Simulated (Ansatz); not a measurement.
The starting structures come from a database of crystals and need not be the phases stable at ambient conditions.

By PBEsol, the system below comes out a metal.

The ballistic (Sharvin) conductance counts the channels at the Fermi level: G/A = (e²/h) × channels of both spins per area.

Given:

```yaml
crystal:
  lattice:
    - [2.72459, 0.00000, 0.00000]
    - [-1.36230, 2.35956, 0.00000]
    - [1.36230, 0.78652, 4.24445]
  atoms:
    - { symbol: Cu, position: [0.00000, 0.00000, 0.00000] }
    - { symbol: Pt, position: [0.00000, 0.50000, 0.50000] }
```

The cell is taken as given; by PBEsol it stands under a pressure of -4.0 GPa.

The current flows along the normal of the first two printed cell vectors, the (001) plane of the conventional cell. No spin-orbit coupling; the value is a mean over 0.1 eV about the Fermi level.

Task: Give the ballistic conductance per area that PBEsol (Ansatz, a program for electronic structure) yields.

Result: 0.50 × 10¹⁵ S/m² for both spins.
